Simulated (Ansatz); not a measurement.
GaAlAs₂ (model structure, P-4m2, No. 115, 4 atoms in the cell)

Computed with PBEsol (Ansatz, an electronic-structure program, PAW).

Run with plane-wave cutoff 520 eV, 8×8×6 k mesh (along the axes of the cell as run), Fermi–Dirac smearing 0.01 eV, scalar-relativistic PAW data made under PBE.

Cell (relaxed with PBEsol):

AlGaAs$_{2}$ is taken in the tetragonal space group P-4m2 (No. 115), Pearson symbol tP4. Cell: a = b = 4.010 Å, c = 5.662 Å, α = β = γ = 90.00°. Ga on 1a sees 4 As at 2.455 Å (tetrahedral). As on 2g has 2 Al at 2.454 Å and 2 Ga at 2.455 Å (tetrahedral). Al on 1c is surrounded by 4 As at 2.454 Å (tetrahedral). (Neighbours: up to the widest gap in distance over summed covalent radii, below 1.35, at either atom; cation-cation and far metal-metal contacts left out.)

```json
{
  "band_gap": "1.01 eV (direct)"
}
```

Note: the relaxation could raise the start's symmetry but not lower it, so the cell can be a saddle point.

Spin–orbit coupling is not included.

Computed values are for the static lattice.

A model structure was made by putting elements into a prototype or built by hand; it is no filed structure, need not be a known phase, and can be a saddle point held by its symmetry.
